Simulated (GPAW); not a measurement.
# Input and output of a self-consistent single point for TaCr₂ (Fd-3m, 6 atoms in the cell) (GPAW)

Method: LDA (Perdew-Wang 92), GPAW PAW datasets LDA (gpaw-data 1.0.1) (plane waves; GPAW).

This input was run:

```python
from ase import Atoms
from ase.units import GPa
from gpaw import GPAW

atoms = Atoms(['Ta', 'Ta', 'Cr', 'Cr', 'Cr', 'Cr'],
              cell=[[0.000000, 3.448955, 3.448955],
                    [3.448955, 0.000000, 3.448955],
                    [3.448955, 3.448955, 0.000000]],
              positions=[[5.173433, 5.173433, 5.173433],
                         [3.448955, 3.448955, 3.448955],
                         [2.586716, 2.586716, 0.862239],
                         [2.586716, 0.862239, 2.586716],
                         [0.862239, 0.862239, 0.862239],
                         [0.862239, 2.586716, 2.586716]],
              pbc=True)

calc = GPAW(mode={'name': 'pw', 'ecut': 800},
            xc='LDA',
            kpts={'size': (8, 8, 8), 'gamma': True},
            occupations={'name': 'methfessel-paxton', 'width': 0.1, 'order': 0},
            nbands=-14,
            convergence={'density': 1e-05},
            symmetry={'symmorphic': False, 'tolerance': 0.0005},
            maxiter=120)

atoms.calc = calc

energy = atoms.get_potential_energy()
print('Energy (eV):', round(energy, 6))
forces = atoms.get_forces()
print('Forces (eV/Ang):')
print(forces.round(5))
stress = atoms.get_stress()
print('Stress (GPa, Voigt):', (stress / GPa).round(4))
```

Log, with long lists cut:

```
Input parameters:
  convergence: {density: 1e-05}
  kpts: {gamma: True,
         size: (8, 8, 8)}
  maxiter: 120
  mode: {ecut: 800,
         name: pw}
  nbands: -14
  occupations: {name: methfessel-paxton,
                order: 0,
                width: 0.1}
  symmetry: {symmorphic: False,
             tolerance: 0.0005}

species:
  Ta:
    name: Tantalum
    Z: 73.0
    valence: 13
    core: 60
    charge: 0.0
    file: Ta.LDA.gz

    # Using partial waves for Ta as LCAO basis

  Cr:
    name: Chromium
    Z: 24.0
    valence: 6
    core: 18
    charge: 0.0
    file: Cr.LDA.gz

    # Using partial waves for Cr as LCAO basis

Reference energy: -961951.372610  # eV

Spin-paired calculation

Convergence criteria:
 Maximum [total energy] change in last 3 cyles: 0.0005 eV / valence electron
 Maximum integral of absolute [dens]ity change: 1e-05 electrons / valence electron
 Maximum integral of absolute [eigenst]ate change: 4e-08 eV^2 / valence electron
 Maximum number of scf [iter]ations: 120

Symmetries present (total): 48
Symmetries with fractional translations: 24
512 k-points: 8 x 8 x 8 Monkhorst-Pack grid + [1/16,1/16,1/16]
29 k-points in the irreducible part of the Brillouin zone
       k-points in crystal coordinates                weights
   0:     0.00000000    0.00000000    0.00000000          1/512
   1:     0.12500000    0.12500000    0.00000000          6/512
   2:     0.12500000    0.12500000    0.12500000          8/512
   [... 7 lines left out ...]
          ...
  28:     0.50000000    0.50000000    0.50000000          4/512

Wave functions: Plane wave expansion
  Cutoff energy: 800.000 eV
  Number of coefficients (min, max): 4188, 4279
  Pulay-stress correction: 0.000000 eV/Ang^3 (de/decut=0.000000)

Occupation numbers: Methfessel-Paxton:
  width: 0.1000  # eV
  order: 0

Eigensolver

Densities:
  Coarse grid: 32*32*32 grid
  Fine grid: 64*64*64 grid
  Total Charge: 0.000000

Density mixing:
  Method: separate
  Backend: pulay
  Linear mixing parameter: 0.05
  old densities: 5
  Damping of long wavelength oscillations: 50

Hamiltonian:
  XC and Coulomb potentials evaluated on a 64*64*64 grid
  External potential:
    NoExternalPotential

Number of atoms: 6
Number of atomic orbitals: 62
Number of bands in calculation: 39
Number of valence electrons: 50
Bands to converge: occupied

Density initialized from atomic densities
  39 bands from LCAO basis set

Atomic positions and initial magnetic moments

Positions:
   0 Ta     5.173433    5.173433    5.173433    ( 0.0000,  0.0000,  0.0000)
   1 Ta     3.448955    3.448955    3.448955    ( 0.0000,  0.0000,  0.0000)
   2 Cr     2.586716    2.586716    0.862239    ( 0.0000,  0.0000,  0.0000)
   3 Cr     2.586716    0.862239    2.586716    ( 0.0000,  0.0000,  0.0000)
   4 Cr     0.862239    0.862239    0.862239    ( 0.0000,  0.0000,  0.0000)
   5 Cr     0.862239    2.586716    2.586716    ( 0.0000,  0.0000,  0.0000)

Unit cell:
           periodic     x           y           z      points  spacing
  1. axis:    yes    0.000000    3.448955    3.448955    32     0.1245
  2. axis:    yes    3.448955    0.000000    3.448955    32     0.1245
  3. axis:    yes    3.448955    3.448955    0.000000    32     0.1245

  Lengths:   4.877559   4.877559   4.877559
  Angles:   60.000000  60.000000  60.000000

Effective grid spacing dv^(1/3) = 0.1358

     iter     time        total  log10-change:
                         energy   eigst   dens
iter:   1 --:--:--   -75.117634
iter:   2 --:--:--   -71.492482   -0.41  -0.93
iter:   3 --:--:--   -68.124717   -0.54  -0.98
iter:   4 --:--:--   -67.582535   -1.00  -1.06
iter:   5 --:--:--   -64.764060   -0.33  -1.14
iter:   6 --:--:--   -64.789260   -1.17  -1.56
   [... 5 lines left out ...]
iter:  12 --:--:--   -64.764073   -2.13  -2.12
iter:  13 --:--:--   -64.819221   -2.10  -2.48
iter:  14 --:--:--   -64.791202   -2.87  -2.10
iter:  15 --:--:--   -64.763653   -1.87  -2.22
iter:  16 --:--:--   -64.762943   -2.87  -2.69
iter:  17 --:--:--   -64.761764c  -3.05  -2.87
iter:  18 --:--:--   -64.769106c  -2.65  -2.90
iter:  19 --:--:--   -64.761468c  -3.14  -2.57
iter:  20 --:--:--   -64.761228c  -3.46  -3.13
iter:  21 --:--:--   -64.761352c  -3.83  -3.59
iter:  22 --:--:--   -64.761464c  -3.91  -3.60
   [... 19 lines left out ...]
iter:  42 --:--:--   -64.761704c  -5.71  -4.28
iter:  43 --:--:--   -64.761705c  -5.82  -4.28
iter:  44 --:--:--   -64.761705c  -5.93  -4.32
iter:  45 --:--:--   -64.761704c  -5.96  -4.34
iter:  46 --:--:--   -64.761705c  -6.10  -4.88
iter:  47 --:--:--   -64.761706c  -6.22  -5.15c
iter:  48 --:--:--   -64.761706c  -6.24  -5.19c
iter:  49 --:--:--   -64.761706c  -6.39  -5.21c
iter:  50 --:--:--   -64.761706c  -6.31  -5.24c
iter:  51 --:--:--   -64.761707c  -6.44  -5.41c
iter:  52 --:--:--   -64.761707c  -6.56  -5.46c
   [... 6 lines left out ...]
iter:  59 --:--:--   -64.761707c  -7.06  -5.92c
iter:  60 --:--:--   -64.761708c  -7.09  -5.95c
iter:  61 --:--:--   -64.761708c  -7.18  -5.93c
iter:  62 --:--:--   -64.761708c  -7.34  -6.02c
iter:  63 --:--:--   -64.761708c  -7.32  -6.04c
iter:  64 --:--:--   -64.761708c  -7.46c -6.15c

Converged after 64 iterations.

Dipole moment: (-16.816029, -16.816029, -16.816029) |e|*Ang

Energy contributions relative to reference atoms: (reference = -961951.372610)

Kinetic:        -42.368510
Potential:      +15.328076
External:        +0.000000
XC:             -37.683371
Entropy (-ST):   -0.025707
Local:           -0.025049
SIC:             +0.000000
--------------------------
Free energy:    -64.774561
Extrapolated:   -64.761708

Showing only first 2 kpts
 Kpt  Band  Eigenvalues  Occupancy
  0    23     11.54942    0.01295
  0    24     11.54942    0.01295
  0    25     11.54942    0.01295
  0    26     11.96061    0.00000

  1    23     11.51699    0.04272
  1    24     11.54295    0.01669
  1    25     11.54295    0.01669
  1    26     11.93174    0.00000

Fermi level: 11.37370

No gap
No difference between direct/indirect transitions
Energy (eV): -64.761708

Forces in eV/Ang:
  0 Ta   -0.00000   -0.00000    0.00000
  1 Ta    0.00000    0.00000    0.00000
  2 Cr   -0.00000   -0.00000    0.00000
  3 Cr   -0.00000   -0.00000   -0.00000
  4 Cr    0.00000   -0.00000   -0.00000
  5 Cr   -0.00000    0.00000    0.00000

Stress tensor:
     0.075250     0.000000    -0.000000
     0.000000     0.075250    -0.000000
    -0.000000    -0.000000     0.075250
Stress (GPa, Voigt): [12.0563 12.0563 12.0563 -0.     -0.      0.    ]
```

The run converged in 64 iterations. GPAW prints stress with tension positive.

The starting cell comes from a database of computed structures (which also holds hypothetical and non-ambient phases and stackings), without a prior relaxation at this level. Spin-orbit coupling is off. Spin polarisation is off. With a pressure of about -12 GPa the cell is away from its equilibrium volume at this level.

Cost on one core of a shared machine: roughly 3 min.
